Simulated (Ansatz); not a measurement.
Band structure of Li2O (Fm-3m, 3 atoms in the cell).

```
CELL_PARAMETERS angstrom
      0.00000     2.28078     2.28078
      2.28078     0.00000     2.28078
      2.28078     2.28078     0.00000
ATOMIC_POSITIONS crystal
  Li 0.75000 0.75000 0.75000
  Li 0.25000 0.25000 0.25000
  O  0.00000 0.00000 0.00000
```

Level of theory: PBE (plane waves, PAW; Ansatz, a program for electronic structure).

Settings: kpoints.mp_grid.grid = 6 6 6; hamiltonian.xc = pbe; hamiltonian.pseudopotentials = {kind: paw} (the program's default PAW files); scf.occupations.method = fermi_dirac; scf.occupations.width = 0.02 eV; kpoints.band_path.npoints = 8.

The starting cell comes from a database of computed structures (which also holds hypothetical and non-ambient phases and stackings), without a prior relaxation at this level. Its lattice was rescaled by a random factor within 2.5 % of one.

Problem. Predict the gap along the standard path and the places of the band edges.

Solution. The gap along the path is 5.06 eV, from Γ to X; the smallest direct gap on it is 5.55 eV.

Levels in eV from the top of the valence band on the path, bands 3 to 9:
```tsv
point	3	4	5	6	7	8	9
Γ	-15.50	0.00	0.00	0.00	5.55	12.16	12.16
X	-15.24	-1.63	-1.45	-1.45	5.06	13.90	13.90
W	-15.22	-1.91	-1.53	-1.53	7.32	10.72	14.55
K	-15.23	-2.10	-1.55	-1.14	6.69	11.97	13.63
L	-15.28	-2.86	-0.47	-0.47	9.47	10.19	12.29
U	-15.23	-2.10	-1.55	-1.14	6.69	11.97	13.63
```

Keys are those of Ansatz 0.2.
